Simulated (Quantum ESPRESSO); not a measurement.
Quantum ESPRESSO run on NiAl (Pm-3m, 2 atoms in the cell): self-consistent single point.

Method of the run: PBE, PSlibrary ultrasoft (PBE) pseudopotentials (plane waves; Quantum ESPRESSO 7.5).

The change in words: lattice scaled by 0.98. Reference geometry:
```yaml
crystal:
  lattice:
    - [2.90994, 0.00000, 0.00000]
    - [0.00000, 2.90994, 0.00000]
    - [0.00000, 0.00000, 2.90994]
  atoms:
    - { symbol: Al, position: [0.50000, 0.50000, 0.50000] }
    - { symbol: Ni, position: [0.00000, 0.00000, 0.00000] }
```

Reference input (self-consistent single point, DFT, PBE, plane waves, PSlibrary ultrasoft (PBE) pseudopotentials): ecutwfc = 50 Ry; ecutrho = 300 Ry; occupations = smearing; smearing = gaussian; degauss = 0.0073499 Ry; potentials = {Al: Al.pbe-n-rrkjus_psl.1.0.0.UPF, Ni: Ni.pbe-n-rrkjus_psl.1.0.0.UPF}; K_POINTS = automatic 8 8 8 0 0 0; conv_thr = 1e-10 Ry. This run's input differs from it in these lines:

```diff
@@ -10,3 +10,3 @@
  ibrav = 1,
- celldm(1) = 5.4989915288,
+ celldm(1) = 5.3890113581,
  nat = 2,
```

The program printed (abridged):

```
     Self-consistent Calculation

     iteration #  1     ecut=    50.00 Ry     beta= 0.70

     total energy              =    -105.58152093 Ry
     estimated scf accuracy    <       0.19132002 Ry

     iteration #  2     ecut=    50.00 Ry     beta= 0.70

     total energy              =    -105.37494910 Ry
     estimated scf accuracy    <       2.93249582 Ry

     iteration #  3     ecut=    50.00 Ry     beta= 0.70

     total energy              =    -105.71043696 Ry
     estimated scf accuracy    <       0.00079019 Ry

   [... 5 blocks of this kind left out ...]

     iteration #  9     ecut=    50.00 Ry     beta= 0.70

     total energy              =    -105.71197508 Ry
     estimated scf accuracy    <          1.2E-09 Ry

     iteration # 10     ecut=    50.00 Ry     beta= 0.70
     End of self-consistent calculation

     the Fermi energy is    12.3003 ev

!    total energy              =    -105.71197508 Ry
     estimated scf accuracy    <          6.8E-12 Ry
     smearing contrib. (-TS)   =      -0.00044166 Ry
     internal energy E=F+TS    =    -105.71153342 Ry

     convergence has been achieved in  10 iterations

     Forces acting on atoms (cartesian axes, Ry/au):

     atom    1 type  1   force =     0.00000000    0.00000000    0.00000000
     atom    2 type  2   force =     0.00000000    0.00000000    0.00000000

     Total force =     0.000000     Total SCF correction =     0.000000

          total   stress  (Ry/bohr**3)                   (kbar)     P=       72.19
   0.00049073   0.00000000   0.00000000           72.19        0.00        0.00
   0.00000000   0.00049073   0.00000000            0.00       72.19        0.00
   0.00000000   0.00000000   0.00049073            0.00        0.00       72.19

   JOB DONE.
```

The run converged in 10 iterations. Against the reference run the free energy goes up by 10.8 meV/atom and the pressure goes from -3.08 to 7.22 GPa.

The starting cell has typed, rounded lattice constants, without a prior relaxation at this level. Its lattice was rescaled by a random factor within 2.5 % of one. For this run, on top of that: lattice scaled by 0.98. Spin polarisation is off. With a pressure of about 7 GPa the cell is away from its equilibrium volume at this level.
